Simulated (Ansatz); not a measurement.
Input and output of a self-consistent single point for CsH (Pm-3m, 2 atoms in the cell) (Ansatz, a program for electronic structure).

Method of the run: LDA (PW92) with spin-orbit coupling, default PAW files made with PBE (plane waves; Ansatz).

```
CsH
1.0
    3.81459     0.00000     0.00000
    0.00000     3.81459     0.00000
    0.00000     0.00000     3.81459
Cs H
1 1
Direct
  0.00000   0.00000   0.00000
  0.50000   0.50000   0.50000
```

Reference input (self-consistent single point, DFT, LDA (PW92), plane waves, default PAW files made with PBE): basis.ecutwfc = 420 eV; kpoints.mp_grid.grid = 7 7 7; hamiltonian.xc = lda; hamiltonian.pseudopotentials = {kind: paw} (the program's default PAW files); scf.occupations.method = fixed. This run's input differs from it in these lines:

Ansatz 0.2 input:
```diff
@@ -15,2 +15,5 @@
   pseudopotentials: { kind: paw }
+magnetization:
+  noncollinear: true
+  spin_orbit: true
 scf:
```

Output, abridged:

```
SCF iter   1: F=—  HF=-5525.396161 eV  |F-HF|=—  |Δ(HF+E_count)|=         —  Δρ=3.05e-2  dr2=9.98e-1  dr2_m=0.00e0 (ungated)  ethr=3.10e-3  |M|=0.00e0 ∫|m|=0.00e0 μB  |m|>n=0.0e0 m-floor=0.0e0 τ_xc=0.0e0  β_m=0.30  ⟨swp⟩=4.4  Hψ=834  notcnv=0  defer=76
all-band conjugate gradients solve this SCF's bands
preconditioner: auto → none
   [... lines left out ...]
SCF iter   6: F=—  HF=-5525.010857 eV  |F-HF|=—  |Δ(HF+E_count)|=   2.81e-7  Δρ=1.74e-5  dr2=9.24e-8  dr2_m=0.00e0 (ungated)  ethr=1.00e-9  |M|=0.00e0 ∫|m|=0.00e0 μB  |m|>n=0.0e0 m-floor=0.0e0 τ_xc=0.0e0  β_m=0.84  ⟨swp⟩=12.2  Hψ=1372  notcnv=0
SCF iter   7: F=-5525.010857 eV  HF=-5525.010857 eV  |F-HF|=9.84e-10  |Δ(HF+E_count)|=  2.55e-10  Δρ=1.77e-6  dr2=1.88e-9  dr2_m=0.00e0 (ungated)  ethr=9.24e-10  |M|=0.00e0 ∫|m|=0.00e0 μB  |m|>n=0.0e0 m-floor=0.0e0 τ_xc=0.0e0  ⟨swp⟩=2.8  Hψ=525  notcnv=0
SCF 1 converged in 7 iterations: F = -5525.010857 eV  dr2 = 1.88e-9
Magnetization: |M| = 0.0000 μB,  M = (+0.0000, +0.0000, +0.0000) μB
Absolute magnetization: 0.0000 μB (∫|m|)
  site 0: m = (+0.0000, +0.0000, +0.0000) μB, |m| = 0.0000 μB  (R = 1.36 Å)
  site 1: m = (+0.0000, +0.0000, +0.0000) μB, |m| = 0.0000 μB  (R = 1.36 Å)
Free energy (F): -5525.010857 eV
Internal energy: -5525.010857 eV  (E = F + TS)
E sigma→0 (E₀):  -5525.010857 eV
Fermi energy:    3.953041 eV
--- Forces (eV/Å), atoms counted from 1 ---
  atom   1  Cs     0.00000000     0.00000000     0.00000000
  atom   2  H      0.00000000     0.00000000     0.00000000
--- Stress (GPa, compression-positive) ---
       -1.918382       0.000000       0.000000
        0.000000      -1.918382       0.000000
        0.000000       0.000000      -1.918382
  P = ⅓ Tr σ = -1.9184 GPa (-19.184 kbar)
  The stress holds the Pulay correction. Without it, at fixed plane waves, as pw.x and ABINIT print it: P = -1.9439 GPa
```

The run converged in 7 iterations. Against the reference run the pressure moves little (-1.91 to -1.92 GPa) and the gap on the mesh moves little (2.758 to 2.762 eV).

The starting cell comes from a database of computed structures (which also holds hypothetical and non-ambient phases and stackings), without a prior relaxation at this level. Its lattice was rescaled by a random factor within 2.5 % of one. Ansatz's pressure includes its estimate of the finite-basis (Pulay) stress.
